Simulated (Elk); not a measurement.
Band structure of TaSeS (P3m1, 3 atoms in the cell).

```yaml
crystal:
  lattice:
    - [3.45908, 0.00000, 0.00000]
    - [-1.72954, 2.99565, 0.00000]
    - [0.00000, 0.00000, 6.44795]
  atoms:
    - { symbol: Ta, position: [0.00000, 0.00000, 0.01060] }
    - { symbol: Se, position: [0.66667, 0.33333, 0.74391] }
    - { symbol: S, position: [0.33333, 0.66667, 0.24549] }
```

Method: PBEsol, all-electron FP-LAPW, Elk's shipped species files, default APW+lo basis run with Elk 10.2.4.

Settings: xctype = 22; stype = 0; swidth = 0.00999582 Ha; ngridk = 9 9 4; rmtscf = 0.89; maxscl = 100.

The starting cell comes from a database of computed structures (which also holds hypothetical and non-ambient phases and stackings), without a prior relaxation at this level. Its lattice was rescaled by a random factor within 2.5 % of one. Spin-orbit coupling is off. Spin polarisation is off. Values depend on the basis (sphere radii, cutoffs, local orbitals), which need not be converged.

Levels in eV from the Fermi level, bands 21 to 28:
```csv
point,21,22,23,24,25,26,27,28
Γ,-3.41,-1.49,-0.23,-0.23,0.03,0.20,0.20,3.73
M,-4.06,-3.46,-3.10,-1.67,-0.87,2.26,2.74,3.77
K,-4.75,-3.57,-3.34,-3.12,1.35,1.69,1.80,3.69
A,-3.39,-3.32,-0.33,-0.33,0.19,0.19,0.76,3.98
L,-4.02,-3.54,-2.24,-1.49,-1.16,2.26,2.72,4.04
H,-4.86,-3.53,-3.30,-3.26,1.21,1.23,1.36,4.42
```

Bands cross the Fermi level along this path, so the cell is metallic at this level.
